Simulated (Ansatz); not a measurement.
Be₃N₂ (R3m, No. 160, 5 atoms in the cell; start mp-1070456; a measured phase of this formula has another space group)

The numbers are results of LDA (PAW; Ansatz, a quantum-chemistry and plane-wave program), not measurements.

Settings: plane-wave cutoff 520 eV, 14×14×14 k mesh, Fermi–Dirac smearing 0.01 eV, scalar-relativistic PAW data made under PBE.

Cell (relaxed at this level):

Space group R3m, hexagonal axes (No. 160); a = 2.810 Å, b = 2.810 Å, c = 14.400 Å, α = 90.00°, β = 90.00°, γ = 120.00°

```csv
atom,site,symmetry,x,y,z
Be,3a,3m,0.0000,0.0000,0.8585
Be,3a,3m,0.0000,0.0000,0.3178
Be,3a,3m,0.0000,0.0000,0.0889
N,3a,3m,0.0000,0.0000,0.2042
N,3a,3m,0.0000,0.0000,0.7087
```
(The calculation used a cell of 5 atoms; values per cell refer to that cell.)

```json
{
  "band_gap": "2.74 eV (indirect)",
  "smallest_direct_gap_on_the_k_points_sampled": "3.85 eV",
  "direct gap at Γ": "6.48 eV"
}
```

Static lattice: no zero-point or thermal effects.

The result took roughly 13 core-seconds.

A start named mp-… is a Materials Project structure, which need not be a measured phase.
